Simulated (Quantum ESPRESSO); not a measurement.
Habitual settings against a tight run: GaIr (Pm-3m, 2 atoms in the cell)

Self-consistent single point.

```yaml
crystal:
  lattice:
    - [3.04061, 0.00000, 0.00000]
    - [0.00000, 3.04061, 0.00000]
    - [0.00000, 0.00000, 3.04061]
  atoms:
    - { symbol: Ga, position: [0.00000, 0.00000, 0.00000] }
    - { symbol: Ir, position: [0.50000, 0.50000, 0.50000] }
```

Level of theory: PBEsol, PseudoDojo standard norm-conserving (PBESOL) pseudopotentials (plane waves; Quantum ESPRESSO).

Base settings: ecutwfc = 80 Ry; occupations = smearing; smearing = marzari-vanderbilt; degauss = 0.0036749 Ry; potentials = {Ga: Ga.upf, Ir: Ir.upf}; K_POINTS = automatic 9 9 9 0 0 0; conv_thr = 1e-10 Ry; mixing_beta = 0.5.

Tight run (finer mesh or higher cutoff; not a proven limit): ecutwfc: 80 Ry → 112 Ry; conv_thr: 1e-10 Ry → 7.3e-11 Ry; K_POINTS: automatic 9 9 9 0 0 0 → automatic 13 13 13 0 0 0. It gave Fermi level (on the code's own zero) 20.92 eV; pressure -4.73 GPa.

Quick runs, as changes from the base:
- A: the base itself
- B: ecutwfc: 80 Ry → 56 Ry; K_POINTS: automatic 9 9 9 0 0 0 → automatic 8 8 8 1 1 1
- C: ecutwfc: 80 Ry → 64 Ry; smearing: marzari-vanderbilt → fermi-dirac; degauss: 0.0036749 Ry → 0.0099958 Ry; conv_thr: 1e-10 Ry → 7.3e-06 Ry; K_POINTS: automatic 9 9 9 0 0 0 → automatic 6 6 6 1 1 1; potentials: PseudoDojo standard norm-conserving (LDA) [LDA (PW92)]
- D: ecutwfc: 80 Ry → 40 Ry; conv_thr: 1e-10 Ry → 7.3e-05 Ry; K_POINTS: automatic 9 9 9 0 0 0 → automatic 4 4 4 0 0 0
- E: ecutwfc: 80 Ry → 40 Ry; degauss: 0.0036749 Ry → 0.0147 Ry; conv_thr: 1e-10 Ry → 7.3e-05 Ry; K_POINTS: automatic 9 9 9 0 0 0 → automatic 2 2 2 1 1 1; potentials: PseudoDojo standard norm-conserving (LDA) [LDA (PW92)]
- F: ecutwfc: 80 Ry → 48 Ry; smearing: marzari-vanderbilt → gaussian; degauss: 0.0036749 Ry → 0.0099958 Ry; K_POINTS: automatic 9 9 9 0 0 0 → automatic 3 3 3 0 0 0

Energies are extrapolated to zero smearing width, which holds to low order in the width alone (under cold and Methfessel-Paxton smearing the free energy itself is taken).

Dashes: energy of C, E, another energy zero; pressure of C, D, E, not trusted under this conv_thr with d or f elements.

† marks runs with another functional, U, potentials or spin treatment: their distance from the tight run is not a convergence error alone.

The count of work is k-points × plane waves × bands × iterations; it is no time. 

The starting cell comes from a database of computed structures (which also holds hypothetical and non-ambient phases and stackings), without a prior relaxation at this level. Its lattice was rescaled by a random factor within 2.5 % of one. Spin polarisation is off. In the base run, with a pressure of about -5 GPa the cell is away from its equilibrium volume at this level.

```tsv
run	energy less tight (meV/atom)	pressure less tight (GPa)	count of work / tight
A	1.2	0.21	0.25
B	839.6	-84.25	0.093
C†	–	–	0.026
D	17357.6	–	0.016
E†	–	–	0.0013
F	4528.8	-318.68	0.015
```

Among the runs at the tight run's level, the energy misses run from 1.2 to 17357.6 meV/atom.
